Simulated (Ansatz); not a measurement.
Input and output of a self-consistent single point for K (Im-3m, 1 atom in the cell) (Ansatz, a quantum-chemistry and plane-wave program).

Method of the run: PBE (plane waves, PAW; Ansatz).

The change in words: lattice scaled by 0.98; basis.ecutrho_ratio: default → 3. Reference geometry:
```
CELL_PARAMETERS angstrom
     -2.65320     2.65320     2.65320
      2.65320    -2.65320     2.65320
      2.65320     2.65320    -2.65320
ATOMIC_POSITIONS crystal
  K  0.00000 0.00000 0.00000
```

Reference input (self-consistent single point, DFT, PBE, plane waves, default PAW files): basis.ecutwfc = 420 eV; kpoints.mp_grid.grid = 9 9 9; hamiltonian.xc = pbe; hamiltonian.pseudopotentials = {kind: paw} (the program's default PAW files); scf.occupations.method = fermi_dirac; scf.occupations.width = 0.1 eV. This run's input differs from it in these lines:

Ansatz 0.2 input:
```diff
@@ -2,5 +2,5 @@
   lattice:
-    - [-2.65320000, 2.65320000, 2.65320000]
-    - [2.65320000, -2.65320000, 2.65320000]
-    - [2.65320000, 2.65320000, -2.65320000]
+    - [-2.60013600, 2.60013600, 2.60013600]
+    - [2.60013600, -2.60013600, 2.60013600]
+    - [2.60013600, 2.60013600, -2.60013600]
   atoms:
@@ -9,2 +9,3 @@
   ecutwfc: 420.0
+  ecutrho_ratio: 3
 kpoints:
```

The program printed (abridged):

```
SCF iter   1: F=—  HF=-1537.796381 eV  |F-HF|=—  |Δ(HF+E_count)|=         —  Δρ=2.77e-4  dr2=2.85e-5  ethr=1.77e-3  ⟨swp⟩=5.2  Hψ=2287  notcnv=0
all-band conjugate gradients solve this SCF's bands
preconditioner: auto → Kerker (q_TF=auto, 1.937 Å⁻¹)
SCF iter   2: F=—  HF=-1537.796202 eV  |F-HF|=—  |Δ(HF+E_count)|=   1.79e-4  Δρ=2.30e-4  dr2=3.76e-5  ethr=3.17e-7  ⟨swp⟩=2.5  Hψ=804  notcnv=0
SCF iter   3: F=—  HF=-1537.796254 eV  |F-HF|=—  |Δ(HF+E_count)|=   5.17e-5  Δρ=8.33e-5  dr2=6.26e-6  ethr=3.17e-7  ⟨swp⟩=2.0  Hψ=440  notcnv=0
SCF iter   4: F=—  HF=-1537.796268 eV  |F-HF|=—  |Δ(HF+E_count)|=   1.48e-5  Δρ=3.84e-5  dr2=8.22e-7  ethr=6.95e-8  ⟨swp⟩=2.0  Hψ=452  notcnv=0
iter 5 did not close the SCF: its close was put off for the readings that it lacked (scf_convergence_deferred on its scf_iter line)
SCF iter   5: F=-1537.796269 eV  HF=-1537.796269 eV  |F-HF|=4.25e-9  |Δ(HF+E_count)|=   1.52e-7  Δρ=1.03e-5  dr2=7.04e-8  ethr=9.14e-9  ⟨swp⟩=1.9  Hψ=376  notcnv=0
SCF iter   6: F=-1537.796269 eV  HF=-1537.796269 eV  |F-HF|=8.02e-10  |Δ(HF+E_count)|=   1.03e-8  Δρ=8.23e-7  dr2=6.27e-10  ethr=7.82e-10  ⟨swp⟩=1.8  Hψ=1022  notcnv=0
SCF 1 converged in 6 iterations: F = -1537.796269 eV  dr2 = 6.27e-10
Free energy (F): -1537.796269 eV
Internal energy: -1537.773378 eV  (E = F + TS)
E sigma→0 (E₀):  -1537.784823 eV
Entropy (-TS):   -0.022890 eV (-22.890 meV/atom)
Fermi energy:    1.955972 eV
--- Forces (eV/Å), atoms counted from 1 ---
  atom   1  K      0.00000000    -0.00000000     0.00000000
--- Stress (GPa, compression-positive) ---
        0.190670       0.000000      -0.000000
       -0.000000       0.190670       0.000000
       -0.000000       0.000000       0.190670
  P = ⅓ Tr σ = 0.1907 GPa (1.907 kbar)
  The stress holds the Pulay correction, which leaves out the density cutoff's part. Without it, at fixed plane waves, as pw.x and ABINIT print it …
settings of this run that can trade accuracy for cost: basis.ecutrho_ratio < 4. Do not mix this run's numbers with those of runs without the same settings …
```

The run converged in 6 iterations. Against the reference run the free energy rises by 1.9 meV/atom and the pressure goes from -0.04 to 0.19 GPa. The full log also holds: “WARN basis.ecutrho_ratio = 3 (ecutrho = 1260 eV) is below the records' recommended cutoff”.

The starting cell has typed, rounded lattice constants, without a prior relaxation at this level. Its lattice was rescaled by up to half a per cent. For this run, on top of that: lattice scaled by 0.98. Ansatz's pressure includes its estimate of the finite-basis (Pulay) stress. The cutoff lies below the one recommended for these files.
